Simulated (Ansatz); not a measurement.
## Pt, element substitutions

The reference is Pt in the fcc (Cu type) structure (space group Fm-3m, No. 225; a = 3.9701 Å).

Each row replaces one element on all its sites; cell and atoms are relaxed.

Method: plane-wave PAW DFT at the PBE level (Ansatz, a program for electronic structure, 420 eV), spin-orbit coupling left out, earlier PAW set.

```csv
variant,shortest interatomic distance,density
base,2.807 Å,20.71 g/cm³
Pt → Ag,[?],[?]
Pt → Pd,2.788 Å,11.53 g/cm³
Pt → Ni,2.488 Å,8.95 g/cm³
```

**Question.** Some entries are withheld; estimate them.

**Answer.** 
- Pt → Ag, shortest interatomic distance: 2.934 Å
- Pt → Ag, density: 10.03 g/cm³

The magnetic state is the one reached from the starting moments; the real material's order can differ, and small cells can't hold many antiferromagnetic ones. Stability against distortions was not tested. Spin-polarised in the final run: Ni; the other runs are not.
